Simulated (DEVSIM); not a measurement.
System: Al/SiON/n-GaAs capacitor, at 400 K.

Layer 1 from the left is SiON, thickness (nm) 1.20. Layer 2 from the left is GaAs, thickness (nm) 8100, Nd (cm⁻³) 6.4e15.

Metal gate on the left, work function 4.1 eV. Fixed charge at the semiconductor interface 6.8e11 cm⁻² (in units of +e); no interface traps.

The device is made up for the run: typed textbook-type constants, with dimensions and the other settings drawn at random. Values at 300 K; Nc and Nv go as T^1.5, mobilities as T to minus their exponent, the gap by Varshni's rule with the affinity fixed.

SiON: gap (eV) 7, affinity (eV) 1.4, permittivity 5.5. GaAs: gap (eV) 1.424, affinity (eV) 4.07, permittivity 12.9, Nc (cm⁻³) 4.7e17, Nv (cm⁻³) 9e18, Varshni α (eV/K) 0.000541, Varshni β (K) 204.

**Question.** Estimate by hand the flat-band voltage, the threshold voltage, and compare with a numerical solution.

**Answer.** 
- Flat-band voltage: C = 4.06 μF/cm², work-function difference -0.133 V; VFB = φms − qNf/C = -0.16 V; numerical -0.16 V.
- Threshold voltage: φF = 0.475 V, depletion charge √(4εqNφF) = 4.72e-8 C/cm²; VT = VFB − 2φF − Qd/C = -1.12 V; numerical -1.12 V.

Model (solved in DEVSIM): 1D Poisson equation in equilibrium, Boltzmann statistics, complete ionisation; no quantum confinement or tunnelling. Metal contacts follow the ideal Schottky-Mott rule: no Fermi-level pinning, no interface dipoles.
